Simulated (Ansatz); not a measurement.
Base system: Si in the diamond structure (space group Fd-3m, No. 227; a = 5.434 Å).

Levels (all Ansatz, a first-principles code, PAW, earlier PAW set): PBEsol (420 eV, no spin-orbit coupling); HSE06 (420 eV, no spin-orbit coupling).

Its gap is 0.47 eV with PBEsol and 1.13 eV with HSE06.

It is then changed as follows: an isotropic linear strain of +1.00 %; the atoms relax in the strained cell.

With PBEsol the gap becomes 0.52 eV.

If the HSE06 correction stayed the same, what would the HSE06 gap be, and what does the HSE06 run give?

A rigid correction of +0.66 eV gives 1.18 eV. The HSE06 run gives 1.19 eV, so the two effects roughly add.

Single points use the geometry relaxed with PBEsol. The hybrid gap comes from the SCF mesh plus the semilocal run's edge points and a few special points and is an upper bound. Whether these cells are dynamically stable was not tested.
